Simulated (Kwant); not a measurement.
System: Ge/Si0.2Ge0.8 stack with 1 barrier. One parabolic valley. Leads of mass 0.12 mₑ with the band edge at 0; grid 0.1 nm; bias 0 V, dropping linearly over the stack.

| layer | thickness (nm) | band offset (eV) | mass (mₑ) |
|---|---|---|---|
| 1 | 3.1 | 0.12 | 0.14 |

The device is made up for the run: typed textbook-type constants, with dimensions and the other settings drawn at random.

Model: one-band effective-mass tight-binding model in one dimension, coherent, no space charge (Kwant).

Sweep values stay those of the base run.

Base results: transmission at E = 43.75 meV 0.13; mean transmission over the sweep 0.33; transmission at E = 180.0 meV 0.69; transmission at E = 134.6 meV 0.51.

### Question
What follows from this one change: height of the first barrier 0.12 → 0.072 eV?

### Answer
transmission at E = 43.75 meV 0.13 → 0.40; mean transmission over the sweep 0.33 → 0.60; transmission at E = 180.0 meV 0.69 → 0.91; transmission at E = 134.6 meV 0.51 → 0.82.

### Question
What follows from this one change: mass in the first barrier 0.14 → 0.084 mₑ?

### Answer
transmission at E = 43.75 meV 0.13 → 0.23; mean transmission over the sweep 0.33 → 0.50; transmission at E = 180.0 meV 0.69 → 0.89; transmission at E = 134.6 meV 0.51 → 0.76.
